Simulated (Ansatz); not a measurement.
The starting structures come from a database of crystals and need not be the phases stable at ambient conditions.

Given:

```xyz
12
Lattice="5.1535 0.0000 0.0000 0.4427 9.0060 0.0000 -2.4376 -0.1335 4.5386" Properties=species:S:1:pos:R:3 pbc="T T T"
Cs     0.2213     4.5030     0.0000
Ta     0.0000     0.0000     0.0000
P      0.6155     7.1924     2.9271
P      2.5431     1.6801     1.6115
O     -0.4487     8.1363     3.5917
O      3.6073     0.7362     0.9469
O      2.4553     1.2223     3.1100
O      0.7033     7.6502     1.4286
O      1.9886     7.5870     3.5765
O      1.1700     1.2855     0.9621
O      2.8509     3.1309     1.4700
O      0.3077     5.7416     3.0687
```

Space group of this cell: C2/m. The cell is taken as given; by r2SCAN its mean pressure is -3.7 GPa.

Transport runs along the normal of the first two printed cell vectors.

No gap correction and no spin-orbit coupling; mid-gap values are interpolated between computed energies.

Question: State the band gap and the smallest decay constant κ at mid-gap according to r2SCAN run with Ansatz (a quantum-chemistry and plane-wave program).

Answer: Gap 3.84 eV on a 8×4×8 mesh; κ = 0.388 1/Å, at (0.500, 0.000) of the in-plane reciprocal vectors. At the zone centre, at the nearest computed energy, the slowest state has κ = 0.39 1/Å.
